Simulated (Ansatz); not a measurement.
Ansatz (an electronic-structure program), DFT, PBE, plane waves, its default PAW files: rock-salt MgO (Mg32O32), 64 atoms. Basis and mesh were picked for this test and aren't claimed converged.

| Property | Value |
|---|---|
| cell | 8.42, 8.42, 8.42 Å; 90, 90, 90° |
| task | single point |
| k mesh | 4×4×4 |
| hamiltonian.xc | pbe |
| kind of files | paw |
| scf.occupations.method | fixed |
| output.forces | true |
| memory maximum (--max-ram) | 200GiB |
| accuracy | medium (default) |
| basis.precision | auto (default) |
| basis.xc_grid | 2 (default) |
| scf.eigensolver.kind | auto (default) |
| scf.mixing.algorithm | auto (default) |
| scf.mixing.preconditioner | auto (default) |
| scf.convergence.dr2_threshold | 5.97799e-07 (default) |
| scf.lower_state_search | light (default) |
| k-points after symmetry (base settings) | 10 |
| bands at the start (base settings) | 320 |
| electrons (base settings) | 512 |
| plane waves at Γ (base settings) | 11753 |
| cutoff (eV) (base settings) | 420 |
| FFT grid (base settings) | 60×60×60 |
| symmetry operations (base settings) | 1536 |

Machine: one whole node, Arm Neoverse V2, 96 cores on 1 socket, no SMT, 1 L3 cache group.

Wall times, medians of two to five repeats, each run alone on the node (launch to exit). Unless noted, each process is bound to its own block of adjacent cores. Build: release build for Arm (Neoverse V2), one process with threads. Other compilers and libraries give other times. Scratch files lie in a memory file system.

All on 32 threads. Base settings, kept where nothing else is said: basis.fft_grid_basis = auto (default), crystal.symmetry.detect = auto (default) (scf.eigensolver.real_solve not set). Ways to run it:
- scf.eigensolver.real_solve = false
- crystal.symmetry.detect = false
- basis.fft_grid_basis = typed
- the base settings

Task: Which of these needs the most memory in all, and which the least?

Result: Most: crystal.symmetry.detect = false, 14 GiB; least: scf.eigensolver.real_solve = false, 5.8 GiB (peak over all processes with shared segments and scratch files, sampled up to once a second, or the high-water mark of the largest process where that is more).

```
way                                 memory in all  wall time
----------------------------------  -------------  ---------
scf.eigensolver.real_solve = false        5.8 GiB      7.7 s
the base settings                         6.7 GiB      5.5 s
basis.fft_grid_basis = typed              6.8 GiB      5.5 s
crystal.symmetry.detect = false            14 GiB       22 s
```

Keys are those of Ansatz 0.2.
